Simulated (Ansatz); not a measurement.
The parent structure is PbS (space group P6_3/mmc, No. 194; a = 4.951 Å, c = 5.916 Å; a hypothetical phase, not in the database extracts checked).

The change: every lattice vector is shortened by 5.19 %; the atoms relax in the strained cell.

Levels (all Ansatz, a program for electronic structure, PAW): PBEsol (420 eV, scalar-relativistic without spin-orbit coupling); r2SCAN (500 eV, scalar-relativistic without spin-orbit coupling); HSE06 (420 eV, no spin-orbit coupling).

One geometry, relaxed with PBEsol, under each level:

```json
[
 {"level": "PBEsol", "band gap": "0.87 eV", "lowest conduction level above the VBM at special points": "H 0.95 eV; L 1.14 eV; Γ 1.27 eV; A 1.61 eV", "pressure": "10.29 GPa"},
 {"level": "r2SCAN", "band gap": "1.07 eV", "lowest conduction level above the VBM at special points": "H 1.31 eV; L 1.45 eV; Γ 1.50 eV; A 1.83 eV", "pressure": "12.75 GPa"},
 {"level": "HSE06", "band gap": "1.37 eV", "lowest conduction level above the VBM at special points": "H 1.49 eV; L 1.67 eV; Γ 1.81 eV", "pressure": "–"}
]
```

Single points use the geometry relaxed with PBEsol. Their cutoffs differ, which shifts pressures a little. The hybrid gap comes from the SCF mesh plus the semilocal run's edge points and a few special points and is an upper bound. With Pb present, leaving out spin-orbit coupling can change the band edges. Whether these cells are dynamically stable was not tested. The base started in P6_3mc and relaxed to P6_3/mmc at this level.
